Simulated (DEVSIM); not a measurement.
System: Si n-p junction from an implanted or diffused profile, at 350 K.

```
layer (left to right)  material  thickness (μm)  Na (cm⁻³)  τn (s)  τp (s)
---------------------  --------  --------------  ---------  ------  ------
1                            Si             120     1.3e16  1.8e-6  1.8e-6
```

Added donor profile: 1.1e18 cm⁻³ × exp(−(x − 0.023 μm)²/(2·(0.085 μm)²)). Left contact: ohmic. Right contact: ohmic. Voltage is applied to the left contact. Recombination: SRH at mid-gap. Mobility is μmin + (μ − μmin)/(1 + (N/Nref)^α).

This is a model device: material constants are rounded textbook-type values typed into the input, and sizes, dopings and lifetimes were drawn at random. Values at 300 K; Nc and Nv go as T^1.5, mobilities as T to minus their exponent, the gap by Varshni's rule with the affinity fixed.

| parameter | Si |
|---|---|
| gap (eV) | 1.124 |
| affinity (eV) | 4.05 |
| permittivity | 11.7 |
| Nc (cm⁻³) | 2.86e19 |
| Nv (cm⁻³) | 3.1e19 |
| μn (cm²/Vs) | 1417 |
| μp (cm²/Vs) | 470 |
| μn,min | 52 |
| μp,min | 45 |
| Nref,n | 9.7e16 |
| Nref,p | 2.2e17 |
| αn | 0.68 |
| αp | 0.72 |
| T exponent of μn | 2.3 |
| T exponent of μp | 2.2 |
| Varshni α (eV/K) | 0.000473 |
| Varshni β (K) | 636 |

DEVSIM, 1D drift-diffusion, Boltzmann statistics, complete ionisation; no tunnelling, impact ionisation, image-force lowering or self-heating.

**Question.** Tabulate band edges, carrier densities and field at -0.9 V on the left contact.

**Answer.** Energies count from the Fermi level of the right contact; mesh points crowd at the junctions.

```csv
x (μm),Ec (eV),Ev (eV),n (cm⁻³),p (cm⁻³),field (V/cm)
0.000,1.007,-0.104,1.0e18,140000,-790
0.02621,1.006,-0.105,1.1e18,7.9e13,130
0.06363,1.009,-0.102,9.7e17,2.1e14,1700
0.1171,1.024,-0.086,5.8e17,5.4e14,4000
0.2117,1.082,-0.028,8.5e16,4.4e15,7700
0.2848,1.126,0.015,2.0e16,1.9e16,3200
0.3596,1.136,0.025,1.4e16,2.6e16,320
0.4808,1.137,0.026,1.4e16,2.7e16,-12
0.7104,1.136,0.025,1.4e16,2.7e16,-14
1.277,1.135,0.025,1.4e16,2.7e16,-14
2.674,1.133,0.023,1.4e16,2.7e16,-14
8.052,1.125,0.015,1.3e16,2.6e16,-15
19.39,1.108,-0.003,1.2e16,2.5e16,-16
47.36,1.058,-0.053,9.6e15,2.3e16,-19
96.54,0.948,-0.163,5.7e15,1.9e16,-27
110.5,0.907,-0.204,3.5e15,1.6e16,-33
116.1,0.886,-0.224,1.8e15,1.5e16,-40
118.4,0.877,-0.234,8.5e14,1.4e16,-45
119.6,0.871,-0.239,2.6e14,1.3e16,-49
119.8,0.870,-0.241,1.0e14,1.3e16,-50
120.0,0.869,-0.241,3.3e13,1.3e16,-51
120.0,0.869,-0.242,1.1e7,1.3e16,-51
```
